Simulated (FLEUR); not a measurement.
Input and output of a self-consistent single point for Co (P6_3/mmc, 2 atoms in the cell) (FLEUR).

Computed with PBE, all-electron FLAPW (FLEUR), scalar-relativistic valence in FLEUR.

```
Co
1.0
    2.46557     0.00000     0.00000
   -1.23279     2.13525     0.00000
    0.00000     0.00000     4.01068
Co
2
Direct
  0.33333   0.66667   0.25000
  0.66667   0.33333   0.75000
```
Moments meant for the start (each program seeds them in its own way; μB, in the order of the atoms Co Co): 3.0 3.0.

Reference input (self-consistent single point, DFT, PBE, all-electron FLAPW (FLEUR), scalar-relativistic valence): Kmax = 3.6 1/bohr; GmaxXC = 10.8 1/bohr; xcFunctional = pbe; jspins = 2; l_soc = F; mode = gauss; fermiSmearingEnergy = 0.00499791 Htr; mesh (inpgen div1-3) = 20 20 11; inpgen gamma flag = true; Gmax = 10.8 1/bohr; numbands = 0; maxIterBroyd = 15. This run's input differs from it in these lines:

```diff
@@ -14,3 +14,3 @@
 &comp jspins=2 /
-&kpt div1=20 div2=20 div3=11 gamma=t /
+&kpt div1=3 div2=3 div3=2 gamma=t /
 &end /
```

The program printed (abridged):

```
 Iteration:     1   Distance:      22.51439773 me/bohr^3
 Iteration:     2   Distance:      21.28331664 me/bohr^3
 Iteration:     3   Distance:      14.53944294 me/bohr^3
 Iteration:     4   Distance:      15.87241130 me/bohr^3
 Iteration:     5   Distance:       1.83923850 me/bohr^3
   [... 91 lines left out ...]
 Iteration:    97   Distance:       0.29891412 me/bohr^3
 Iteration:    98   Distance:       0.36064298 me/bohr^3
 Iteration:    99   Distance:       0.45860511 me/bohr^3
 Iteration:   100   Distance:       0.46241043 me/bohr^3
 Run finished successfully
 Stop message:
   all done

[file out, last iteration]
             iter=    100
[...]
          total density-effective poten   -4.4317572875E+03
          total charge density-energy d   -1.1942217167E+02
 Updated energy parameters for spin:           1
 Updated energy parameters for spin:           2
[...]
 fermi energy and band-weighting factors:

[...]
   [... lines left out ...]
          first approx. to ef    (T=0)  :   0.375993 htr   (energy of the highest occ. eigenvalue)
          total moment                 =     4.04335
 Direct bandgap for spin            1 :   0.20815217004479653       Htr
 Direct bandgap for spin            2 :    1.8386548633585076E-002  Htr
 ---->    free energy=                     -2786.9310790919 htr
   [... lines left out ...]
SPIN-2 FORCE FOR ATOM TYPE=  1  X=  2.330   Y= -1.345   Z=  1.895      FX_SP = 0.000000 FY_SP = 0.000000 FZ_SP = 0.000000
 ***** TOTAL FORCES ON ATOMS *****
 TOTAL FORCE FOR ATOM TYPE=  1  X=  2.330   Y= -1.345   Z=  1.895
                       FX_TOT= 0.000000 FY_TOT= 0.000000 FZ_TOT= 0.000000
No new postions, force convergence required= 0.00001; max force distance= 0.00000
---->    distance of charge densities for spin  1                 it=  100:     0.211728 me/bohr**3
---->    distance of charge densities for spin  2                 it=  100:     0.257313 me/bohr**3
---->    distance of charge densities for it=  100:     0.090851 me/bohr**3
---->    distance of spin densities for it=  100:     0.462410 me/bohr**3
GENERALIZED ANDERSON MIXING: alpha=   0.05000 History-length=1
     ******* it=100  is completed********
```

The run ended unconverged after 100 iterations. 

The starting cell comes from a database of computed structures (which also holds hypothetical and non-ambient phases and stackings), without a prior relaxation at this level. Its lattice was rescaled by a random factor within 2.5 % of one. Values depend on the basis (sphere radii, cutoffs, local orbitals), which need not be converged.

Cost on one core of a shared machine: roughly 30 s.
